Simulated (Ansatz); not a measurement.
The parent structure is Ta3Sn in the A15 (Cr3Si type) structure (space group Pm-3n, No. 223; a = 5.261 Å).

Modification: a hydrostatic pressure of 5 GPa.

Levels (all Ansatz, a quantum-chemistry and plane-wave program, PAW): PBEsol (420 eV, no spin-orbit coupling); PBEsol+SOC (420 eV, noncollinear with spin-orbit coupling).

The geometry is relaxed with PBEsol.

* **PBEsol pressure**: 5.0 GPa

Task: What does PBEsol+SOC give at this geometry for the pressure?

Result: The pressure drops by 0.2 GPa (5.0 GPa → 4.8 GPa).

Single points use the geometry relaxed with PBEsol. Differences between runs with and without spin-orbit coupling are approximate. Load acts through the strain it causes; cell and atoms are relaxed under it. Stability against distortions was not tested. Competing high-pressure phases were not computed. The runs without spin-orbit coupling are not spin-polarised.
